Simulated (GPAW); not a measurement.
GPAW run on Te (P3_121, 3 atoms in the cell): self-consistent single point.

Computed with PBE, GPAW PAW datasets PBE (gpaw-data 1.0.1) (plane waves; GPAW 25.7.0).

```yaml
crystal:
  lattice:
    - [2.25721, -3.90959, 0.00000]
    - [2.25721, 3.90959, 0.00000]
    - [0.00000, 0.00000, 6.00235]
  atoms:
    - { symbol: Te, position: [0.00000, 0.26300, 0.66667] }
    - { symbol: Te, position: [0.73700, 0.73700, 0.00000] }
    - { symbol: Te, position: [0.26300, 0.00000, 0.33333] }
```

Reference input (self-consistent single point, DFT PBE, plane waves, GPAW PAW datasets PBE (gpaw-data 1.0.1)): mode = pw; ecut = 600 eV; xc = PBE; kpts = 5 5 3; mesh shift (steps) = 0 0 0; occupations.name = fermi-dirac; occupations.width = 0.05 eV; nbands = -8; convergence.density = 1e-05 e/electron; convergence.energy = 1e-05 eV/electron; convergence.bands = -6; symmetry.symmorphic = false. This run's input differs from it in these lines:

```diff
@@ -15,3 +15,3 @@
             xc='PBE',
-            kpts=(5, 5, 3),
+            kpts={'size': (4, 4, 3), 'gamma': True},
             occupations=FermiDirac(0.05),
```

Output, abridged:

```
     iter     time        total  log10-change:
                         energy   eigst   dens
iter:   1 --:--:--    -9.604891   -0.06
iter:   2 --:--:--    -9.614755   -1.50  -1.17
iter:   3 --:--:--    -9.590034   -2.52  -1.20
iter:   4 --:--:--    -9.593555   -3.13  -1.59
iter:   5 --:--:--    -9.589074   -3.68  -2.06
iter:   6 --:--:--    -9.589311   -4.70  -2.51
iter:   7 --:--:--    -9.589104   -5.12  -2.55
iter:   8 --:--:--    -9.589110   -5.43  -3.09
iter:   9 --:--:--    -9.589102c  -6.28  -3.34
iter:  10 --:--:--    -9.589102c  -7.04  -3.55
iter:  11 --:--:--    -9.589102c  -7.95c -4.38
iter:  12 --:--:--    -9.589102c  -8.72c -4.38
iter:  13 --:--:--    -9.589102c  -8.98c -4.43
iter:  14 --:--:--    -9.589102c  -9.80c -4.55
iter:  15 --:--:--    -9.589102c -10.48c -4.55
iter:  16 --:--:--    -9.589102c  -9.99c -4.53
iter:  17 --:--:--    -9.589102c  -9.24c -4.61
iter:  18 --:--:--    -9.589102c -10.08c -4.87
iter:  19 --:--:--    -9.589102c  -9.69c -4.90
iter:  20 --:--:--    -9.589102c -11.10c -5.02c
Converged after 20 iterations.

Dipole moment: (-0.000005, -0.000000, -0.000000) |e|*Ang

Energy contributions relative to reference atoms: (reference = -554372.050302)

Kinetic:        +11.571989
Potential:      -12.492567
External:        +0.000000
XC:              -9.061069
Entropy (-ST):   -0.000039
Local:           +0.392565
SIC:             +0.000000
--------------------------
Free energy:     -9.589121
Extrapolated:    -9.589102

Showing only first 2 kpts
 Kpt  Band  Eigenvalues  Occupancy
  0     7      3.67195    2.00000
  0     8      4.54702    2.00000
  0     9      6.22241    0.00000
  0    10      6.22241    0.00000

  1     7      3.95678    2.00000
  1     8      4.42362    2.00000
  1     9      5.84697    0.00044
  1    10      5.88364    0.00021

Fermi level: 5.42617

Gap: 0.896 eV
Transition (v -> c):
   [... lines left out ...]
Direct gap: 1.021 eV
Transition at: (s=0, k=6, n=8, [0.50, 0.25, 0.33])
Energy (eV): -9.589102

Forces in eV/Ang:
  0 Te    0.02625    0.04547   -0.00000
  1 Te   -0.05250    0.00000    0.00000
  2 Te    0.02625   -0.04547    0.00000

Stress tensor:
    -0.001404     0.000000     0.000000
     0.000000    -0.001404     0.000000
     0.000000     0.000000     0.003288
Stress (GPa, Voigt): [-0.2249 -0.2249  0.5268  0.      0.      0.    ]
```

The run converged in 20 iterations. GPAW prints stress with tension positive. Against the reference run the free energy goes up by 8.0 meV/atom, the pressure hardly changes (-0.10 to -0.03 GPa), the largest force goes from 0.076 to 0.053 eV/Å and the gap on the mesh goes from 1.006 to 0.896 eV.

The starting cell has typed, rounded lattice constants, without a prior relaxation at this level. Its lattice was rescaled by a random factor within 2.5 % of one. Spin-orbit coupling is off. Another mesh or the band path of this cell gives a smaller gap, so this value is not converged in the mesh.
